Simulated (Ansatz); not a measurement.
The reference is Ti in the hcp (Mg type) structure (space group P6_3/mmc, No. 194; a = 2.936 Å, c = 4.637 Å).

Computed with r2SCAN (Ansatz, a quantum-chemistry and plane-wave program), no spin-orbit coupling.

For the base:

```
Quantity   Result
--------  -------
Band gap     zero
Pressure  0.0 GPa
```

Now apply this change: the cell is scaled by 0.9898 in all directions, atoms relaxed at fixed cell.

Q: What happens to the band gap?

A: The band gap is still zero.

Q: What does the calculation give for the pressure after the change?

A: The pressure (mean of the normal stresses, compression positive) goes from zero to 3.8 GPa.

Q: Estimate the effect on the energy relative to the base.

A: The energy grows by 6.1 meV/atom.

The cells carry an imposed strain or load. No phonon test of stability was made. The final runs are not spin-polarised.
